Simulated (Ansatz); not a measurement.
The reference is Rh in the fcc (Cu type) structure (space group Fm-3m, No. 225; a = 3.802 Å; relaxed with 0.1 eV smearing). Axes: x, y, z lie along the cube axes.

Calculations: Ansatz (a first-principles code), r2SCAN, PAW, cutoff 500 eV, without spin-orbit coupling.

Before the change:

| Quantity | Value |
|---|---|
| Shortest interatomic distance | 2.688 Å |
| Pressure | 0.0 GPa |

Perturbation: uniaxial strain ε_zz = −3.00 %, all other strain components held at zero; the atoms relax in the strained cell.

Question: Predict the new energy relative to the base.

Answer: The energy rises by 18 meV/atom.

Question: How does this affect the shortest interatomic distance?

Answer: The shortest interatomic distance decreases by 0.040 Å, from 2.688 Å to 2.648 Å.

Question: What happens to the pressure?

Answer: The pressure (mean of the normal stresses, compression positive) goes from zero to 9.4 GPa.

No phonon test of stability was made. All final runs are without spin polarisation.
